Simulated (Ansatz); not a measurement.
## How far PBE and r2SCAN part for Os, biaxial strain −3.14 %, plane normal [001], relaxed out of plane

Start from Os in the hcp (Mg type) structure (space group P6_3/mmc, No. 194; a = 2.754 Å, c = 4.347 Å; relaxed with 0.1 eV smearing). Axes: x lies along a and z along c of the hexagonal cell.

(Cell as relaxed with PBE.)

Levels (all Ansatz, a program for electronic structure, PAW): PBE (420 eV, without spin-orbit coupling); r2SCAN (500 eV, no spin-orbit coupling).

Each level relaxes its own structure.

```tsv
base	PBE	r2SCAN
volume per atom	14.28 Å³	14.02 Å³
lattice parameter a	275.4 pm	273.8 pm
band gap	zero	zero
```

The change: compressive biaxial strain of 3.14 % in the plane normal to [001], as in epitaxy on a mismatched substrate; the out-of-plane cell vector and the atoms relax.

| quantity | PBE | r2SCAN |
|---|---|---|
| mean in-plane stress (compression positive) | +31.8 GPa | ___ |
| out-of-plane strain | +1.68 % | ___ |
| shortest interatomic distance | 266.8 pm | ___ |

Problem. Predict the r2SCAN column.

Solution. 
- mean in-plane stress (compression positive), r2SCAN: +34.1 GPa
- out-of-plane strain, r2SCAN: +1.68 %
- shortest interatomic distance, r2SCAN: 265.2 pm

PBE's in-plane stress lies 2.3 GPa below r2SCAN's; PBE's shortest interatomic distance lies 1.6 pm above r2SCAN's (0.6 %); the two agree on the out-of-plane strain. Neither level is exact; r2SCAN is the comparison here, not a measurement.

Whether these cells are dynamically stable was not tested. All final runs are without spin polarisation.
